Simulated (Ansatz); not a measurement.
Here is the system:

```
CELL_PARAMETERS angstrom
      0.00000     3.47073     3.47073
      3.47073     0.00000     3.47073
      3.47073     3.47073     0.00000
ATOMIC_POSITIONS crystal
  Ba 0.00000 0.00000 0.00000
  Te 0.50000 0.50000 0.50000
```

Calculation: PBEsol with spin-orbit coupling, rigid bands (plane waves, PAW; Ansatz, a first-principles code). Condition of this run: spin-orbit coupling switched on. Geometry: cell and atoms relaxed with PBEsol.

Q: Predict the electron conductivity mass (n e² τ/σ) at 300 K, by direction if it differs.

A: 0.36 mₑ.

Q: Predict the hole conductivity mass (n e² τ/σ) at 300 K, by direction if it differs.

A: 0.50 mₑ.

Q: And the band gap?

A: 1.19 eV at this level; semilocal functionals usually fall short of the measured gap.

Rigid bands, one relaxation time for all states, no polarons.

Formula and space group known from diffraction (Crystallography Open Database), not checked to be the room-temperature form: BaTe (Fm-3m).
